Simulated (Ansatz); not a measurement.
## CoSi, response to strain

Take CoSi (space group P2_13, No. 198; a = 4.383 Å; non-magnetic) as the base. Axes: x, y, z lie along the cube axes.

Strains are applied to the cell and any free atomic positions relax.

Level of theory: r2SCAN/PAW in Ansatz (a quantum-chemistry and plane-wave program), no spin-orbit coupling.

Candidates:
(a) uniaxial strain ε_zz = −4.59 %
(b) strain tensor (xx, yy, zz, yz, xz, xy) = (−1.86, +0.12, −0.01, −0.13, −0.71, +0.88) %
(c) strain tensor (xx, yy, zz, yz, xz, xy) = (+0.34, +0.21, +0.57, +0.40, −0.21, +1.21) %

Notes on the quantities. energy relative to the base: free energy F.

**Question.** Order them by energy relative to the base, highest first.

**Answer.** (a) uniaxial strain ε_zz = −4.59 % (+34 meV/atom), (b) strain tensor (xx, yy, zz, yz, xz, xy) = (−1.86, +0.12, −0.01, −0.13, −0.71, +0.88) % (+7.3 meV/atom), (c) strain tensor (xx, yy, zz, yz, xz, xy) = (+0.34, +0.21, +0.57, +0.40, −0.21, +1.21) % (+3.9 meV/atom)

Stability against distortions was not tested. Starting moments died away, wholly or in part, for the base; another magnetic solution may exist. All final runs are without spin polarisation.
